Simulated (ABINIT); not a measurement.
ABINIT run on Al2Pd (Fm-3m, 3 atoms in the cell): self-consistent single point.

Level of theory: PBEsol, PAW (JTH v2.0 PBE PAW, files made for PBE) (plane waves; ABINIT).

The change in words: lattice scaled by 0.98. Reference geometry:
```xyz
3
Lattice="0.0000 2.9495 2.9495 2.9495 0.0000 2.9495 2.9495 2.9495 0.0000" Properties=species:S:1:pos:R:3 pbc="T T T"
Al     1.4748     1.4748     1.4748
Al     4.4243     4.4243     4.4243
Pd     0.0000     0.0000     0.0000
```

Reference input (self-consistent single point, DFT, PBEsol, plane waves, PAW (JTH v2.0 PBE PAW, files made for PBE)): pseudos = [Al.GGA_PBE-JTH.xml, Pd.GGA_PBE-JTH.xml]; ecut = 24 Ha; pawecutdg = 48 Ha; pawxcdev = 0; ixc = -116133; occopt = 7; tsmear = 0.136 eV; ngkpt = 7 7 7; nshiftk = 1; shiftk = 0 0 0; potentials = JTH v2.0 PBE PAW; nband = 17. This run's input differs from it in these lines:

```diff
@@ -3,7 +3,7 @@
 pseudos "Al.GGA_PBE-JTH.xml, Pd.GGA_PBE-JTH.xml"
-acell 7.8825624266 7.8825624266 7.8825624266
+acell 7.7249103764 7.7249103764 7.7249103764
 rprim
          0.0000000000    0.7071067812    0.7071067812
-         0.7071067812   -0.0000000000    0.7071067812
-         0.7071067812    0.7071067812   -0.0000000000
+         0.7071067812    0.0000000000    0.7071067812
+         0.7071067812    0.7071067812    0.0000000000
 natom 3
@@ -13,4 +13,4 @@
 xcart
-         1.4747675000    1.4747675000    1.4747675000
-         4.4243025000    4.4243025000    4.4243025000
+         1.4452720000    1.4452720000    1.4452720000
+         4.3358160000    4.3358160000    4.3358160000
          0.0000000000    0.0000000000    0.0000000000
```

Output (repeated stretches shortened):

```
--- !BeginCycle
solver: {iscf: 17, nstep: 60, nline: 4, wfoptalg: 10, }
tolerances: {tolvrs: 1.00E-11, }
...

     iter   Etot(hartree)      deltaE(h)  residm     nres2
 ETOT  1  -127.11785652126    -1.271E+02 5.477E+01 1.030E+02
 ETOT  2  -133.30580453379    -6.188E+00 6.626E-02 7.942E+01
 ETOT  3  -133.07038770599     2.354E-01 6.868E-02 1.076E+01
 ETOT  4  -133.08900783714    -1.862E-02 2.117E-02 7.059E+00
 ETOT  5  -133.08700600749     2.002E-03 3.498E-03 6.082E+00
   [... 24 lines left out ...]
 ETOT 30  -133.06747650880     2.348E-11 2.379E-06 9.193E-10
 ETOT 31  -133.06747650880    -1.592E-12 1.557E-06 8.897E-10
 ETOT 32  -133.06747650880     1.137E-13 1.940E-06 3.043E-10
 ETOT 33  -133.06747650880    -2.274E-13 1.287E-06 5.069E-12
 At SCF step   33       nres2   =  5.07E-12 < tolvrs=  1.00E-11 =>converged.

 Cartesian components of stress tensor (hartree/bohr^3)
  sigma(1 1)= -2.66882996E-04  sigma(3 2)=  0.00000000E+00
  sigma(2 2)= -2.66882996E-04  sigma(3 1)=  0.00000000E+00
  sigma(3 3)= -2.66882996E-04  sigma(2 1)=  0.00000000E+00

 ----iterations are completed or convergence reached----

 reduced coordinates (array xred) for    3 atoms
       0.250000000000      0.250000000000      0.250000000000
       0.750000000000      0.750000000000      0.750000000000
       0.000000000000      0.000000000000      0.000000000000
 cartesian forces (eV/Angstrom) at end:
    1     -0.00000000000000    -0.00000000000000    -0.00000000000000
    2     -0.00000000000000    -0.00000000000000    -0.00000000000000
   [... lines left out ...]
 Fermi (or HOMO) energy (eV) =   9.39559   Average Vxc (eV)= -10.56011
   [... lines left out ...]
'-kT*entropy'       : -9.06888700735990E-04
total_energy        : -1.33067477606717E+02
total_energy_eV     : -3.62095021243834E+03
...

-Cartesian components of stress tensor (GPa)         [Pressure=  7.8520E+00 GPa]
- sigma(1 1)= -7.85196750E+00  sigma(3 2)=  0.00000000E+00
- sigma(2 2)= -7.85196750E+00  sigma(3 1)=  0.00000000E+00
- sigma(3 3)= -7.85196750E+00  sigma(2 1)=  0.00000000E+00

 Calculation completed.
```

The run converged in 33 iterations. Against the reference run the free energy goes up by 22.7 meV/atom and the pressure goes from -0.31 to 7.85 GPa.

The starting cell comes from a database of computed structures (which also holds hypothetical and non-ambient phases and stackings), without a prior relaxation at this level. For this run, on top of that: lattice scaled by 0.98. Spin polarisation is off. The potentials were made for another functional than the one used. With a pressure of about 8 GPa the cell is away from its equilibrium volume at this level.

Cost on one core of a shared machine: roughly 3 min.
